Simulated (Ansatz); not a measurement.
The starting structures come from a database of crystals and need not be the phases stable at ambient conditions.

Tunnelling through a barrier is set by its complex band structure: the current falls as exp(−2κd) with the smallest κ.

Consider the following.

```
CELL_PARAMETERS angstrom
      6.65497     0.00000     0.00000
      0.00000     6.90553     0.00000
      0.00000     0.00000     4.36577
ATOMIC_POSITIONS crystal
  Ca 0.00000 0.00000 0.00000
  Ca 0.50000 0.50000 0.50000
  Br 0.72455 0.67253 0.00000
  Br 0.27545 0.32747 0.00000
  Br 0.22455 0.82747 0.50000
  Br 0.77545 0.17253 0.50000
```

Space group of this cell: Pnnm. The cell is taken as given.

Transport runs along the normal of the first two printed cell vectors.

The gap is the functional's own. No spin-orbit coupling. Mid-gap values are interpolated on the energy grid.

Task: Estimate the band gap and the smallest decay constant κ at mid-gap that Ansatz (a first-principles code) with r2SCAN returns for this system.

Result: Gap 5.10 eV on a 6×6×8 mesh; κ = 0.349 1/Å, at the zone centre.
